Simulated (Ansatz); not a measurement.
Electronic density of states of amorphous Si24Te36, density 4.67 g/cm³, on a 2×2×2 Γ-centred mesh with a Gaussian width of 0.1 eV; energies count from the Fermi level, whose place inside the gap is arbitrary. Cell and mesh are small, so fine structure isn't converged. These are PBE, scalar-relativistic without spin-orbit coupling, PAW (Ansatz default set, large-core Te) (plane waves to 420 eV; Ansatz, a first-principles code) values and carry that method's errors. Sampling: a 2×2×2 Γ-centred mesh; Fermi-Dirac width 0.05 eV; no spin polarisation. So small a spacing is near the smearing width and the bands' dispersion over the mesh, so it is a value of this cell and mesh.

It comes from a melt-quench run on a machine-learned potential (CHGNet), relaxed afterwards by DFT. The hot cell started wider than the set density and was brought back towards it in steps. It is the lowest in DFT energy of 4 quenches. It is a model cell: composition and starting density were chosen by hand, and all elements were melted together. No dispersion term was used. A short ab initio anneal came between quench and relaxation. Its density started from a set value of 4.67 and ended at 4.67 g/cm³. Cooling (nominally 24 K/ps over its main leg) ran many orders faster than in experiment, which tends to leave more defects and strain. One small periodic cell is one sample of the glass; other quenches scatter about these values. The volume was held where the preparation left it and the shape relaxed, at a PBE pressure of 1.5 GPa. Stress components on the final sampling reach 1.5 GPa. On a 2×2×2 Γ-centred mesh force components of up to 0.20 eV/Å stay, since the relaxation ran on one k-point at (1/4, 1/4, 1/4).

(E - EF (eV), states/(eV atom)): (-12.00, 0.47); (-11.90, 0.53); (-11.80, 0.59); (-11.70, 0.59); (-11.60, 0.58); (-11.50, 0.67); (-11.40, 0.68); (-11.30, 0.59); (-11.20, 0.52); (-11.10, 0.48); (-11.00, 0.32); (-10.90, 0.26); (-10.80, 0.35); (-10.70, 0.32); (-10.60, 0.21); (-10.50, 0.18); (-10.40, 0.08); (-10.30, 0.14); (-10.20, 0.14); (-10.10, 0.03); (-10.00, 0.05); (-9.90, 0.16); (-9.80, 0.11); (-9.70, 0.01); (-9.60, 0.00); (-9.50, 0.04); (-9.40, 0.17); (-9.30, 0.24); (-9.20, 0.16); (-9.10, 0.06); (-9.00, 0.05); (-8.90, 0.15); (-8.80, 0.27); (-8.70, 0.27); (-8.60, 0.18); (-8.50, 0.17); (-8.40, 0.15); (-8.30, 0.08); (-8.20, 0.11); (-8.10, 0.21); (-8.00, 0.28); (-7.90, 0.26); (-7.80, 0.23); (-7.70, 0.25); (-7.60, 0.20); (-7.50, 0.22); (-7.40, 0.31); (-7.30, 0.28); (-7.20, 0.26); (-7.10, 0.26); (-7.00, 0.29); (-6.90, 0.27); (-6.80, 0.25); (-6.70, 0.22); (-6.60, 0.18); (-6.50, 0.17); (-6.40, 0.12); (-6.30, 0.15); (-6.20, 0.24); (-6.10, 0.21); (-6.00, 0.20); (-5.90, 0.13); (-5.80, 0.05); (-5.70, 0.11); (-5.60, 0.16); (-5.50, 0.05); (-5.40, 0.05); (-5.30, 0.21); (-5.20, 0.38); (-5.10, 0.45); (-5.00, 0.53); (-4.90, 0.53); (-4.80, 0.55); (-4.70, 0.64); (-4.60, 0.64); (-4.50, 0.61); (-4.40, 0.60); (-4.30, 0.63); (-4.20, 0.64); (-4.10, 0.64); (-4.00, 0.65); (-3.90, 0.65); (-3.80, 0.66); (-3.70, 0.70); (-3.60, 0.72); (-3.50, 0.70); (-3.40, 0.72); (-3.30, 0.71); (-3.20, 0.64); (-3.10, 0.70); (-3.00, 0.78); (-2.90, 0.76); (-2.80, 0.73); (-2.70, 0.72); (-2.60, 0.73); (-2.50, 0.69); (-2.40, 0.67); (-2.30, 0.70); (-2.20, 0.65); (-2.10, 0.62); (-2.00, 0.62); (-1.90, 0.64); (-1.80, 0.67); (-1.70, 0.71); (-1.60, 0.70); (-1.50, 0.71); (-1.40, 0.78); (-1.30, 0.77); (-1.20, 0.72); (-1.10, 0.70); (-1.00, 0.67); (-0.90, 0.62); (-0.80, 0.53); (-0.70, 0.45); (-0.60, 0.47); (-0.50, 0.47); (-0.40, 0.42); (-0.30, 0.21); (-0.20, 0.11); (-0.10, 0.05); (0.00, 0.01); (0.10, 0.05); (0.20, 0.16); (0.30, 0.17); (0.40, 0.19); (0.50, 0.28); (0.60, 0.40); (0.70, 0.47); (0.80, 0.46); (0.90, 0.52); (1.00, 0.59); (1.10, 0.61); (1.20, 0.61); (1.30, 0.61); (1.40, 0.62); (1.50, 0.64); (1.60, 0.62); (1.70, 0.57)

The gap on this mesh is 0.33 eV; the broadening fills part of it in the curve.
